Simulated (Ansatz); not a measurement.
# Convergence series on the (001) slab of Re (cut from a parent of space group no. 194; 4 atoms in the cell)

```xyz
4
Lattice="2.7371 0.0000 0.0000 -1.3686 2.3704 0.0000 0.0000 0.0000 22.7103" Properties=species:S:1:pos:R:3 pbc="T T T"
Re     0.0000     1.5803     8.0000
Re     1.3686     0.7901    10.2367
Re     0.0000     1.5803    12.4735
Re     1.3686     0.7901    14.7103
```

Method: PBEsol, default PAW files made with PBE (plane waves; Ansatz, a first-principles code).

The starting cell comes from a database of computed structures (which also holds hypothetical and non-ambient phases and stackings), without a prior relaxation at this level. The slab is cut from that crystal, and its faces are unrelaxed. Its lattice was rescaled in the plane by a random factor within 2.5 % of one. Spin polarisation is off. In the base run, forces exceed 1 eV/Å.

Held fixed: kpoints.mp_grid.grid = 9 9 1; hamiltonian.xc = pbesol; hamiltonian.pseudopotentials = {kind: paw} (the program's default PAW files); scf.occupations.method = fermi_dirac; scf.occupations.width = 0.05 eV.

ΔF is the free energy per atom less that of the last row (28.0).

| vacuum between outermost atoms (Å) | ΔF (meV/atom) | largest force (eV/Å) | plane waves | iterations |
|---|---|---|---|---|
| 3.0 | -365.4 | 1.161 | 1239 | 7 |
| 4.0 | -101.0 | 1.464 | 1373 | 8 |
| 5.0 | -18.3 | 1.450 | 1485 | 8 |
| 6.0 | -3.2 | 1.415 | 1609 | 7 |
| 8.0 | -0.21 | 1.418 | 1891 | 8 |
| 10.0 | -0.04 | 1.418 | 2137 | 8 |
| 12.0 | -0.01 | 1.418 | 2385 | 8 |
| 15.0 | 0.00 | 1.419 | 2767 | 7 |
| 16.0 | 0.00 | 1.419 | 2889 | 7 |
| 18.0 | -0.02 | 1.419 | 3149 | 7 |
| 22.0 | -0.02 | 1.419 | 3653 | 7 |
| 28.0 | 0.00 | 1.419 | 4455 | 7 |

Energy within 5 meV/atom of the last row: from vacuum between outermost atoms (Å) = 6.0 on; the one before it is off by 18 meV/atom.

Largest force within 0.01 eV/Å of the last row: from vacuum between outermost atoms (Å) = 6.0 on; the one before it is off by 0.031 eV/Å. The value it settles on is 1.419 eV/Å at this level of theory and with the other settings as held.

Keys are those of Ansatz 0.2.
